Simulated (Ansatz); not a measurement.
## The (111) surface of germanium (H on every top atom; a constructed slab, bottom: 1 H on 1 bottom sites)

Level of theory: r2SCAN, at the PBE geometry (plane waves to 500 eV, PAW; Ansatz, a first-principles code).

Model: 40-atom slab, 13.8 Å thick at the start with caps and adatoms (thin: gaps and levels are the slab's own), 3x3x1 mesh, Fermi-Dirac 0.01 eV, dipole correction, single point; on the structure that PBE left under its start's symmetry; no spin, no spin-orbit, no U.

```json
{
 "gap_of_the_slab_on_its_k_mesh": "0.49 eV",
 "highest_filled_level_below_the_top_vacuum_level": "4.54 eV",
 "cost": "very roughly 4 core-minutes"
}
```
